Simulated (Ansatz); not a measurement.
B20 (FeSi-type) CoSi was calculated with r²SCAN (Ansatz, a quantum-chemistry and plane-wave program, PAW).

Numerical settings: plane-wave cutoff 560 eV, 12×12×12 k mesh, Fermi–Dirac smearing 0.05 eV, no spin polarisation, scalar-relativistic PAW data made under PBE.

Computed at the level's own relaxed cell.

**Question.** Give the computed lattice constant a.

**Answer.** 
lattice constant a: 4.383 Å

The run finds no gap.

Measured, for comparison: lattice constant a 4.444 Å (temperature not stated, not corrected to a static lattice; as tabulated in Wikipedia's data pages). Computed (rounded) less measured: lattice constant a -1.4 %. A static lattice is as a rule a little smaller and stiffer than an uncorrected measurement, which narrows the difference in the lattice constant a and would widen misses of the other sign.

The computed numbers hold no vibrational or temperature effects.

Cost on a shared machine: around 14 core-minutes (rough).
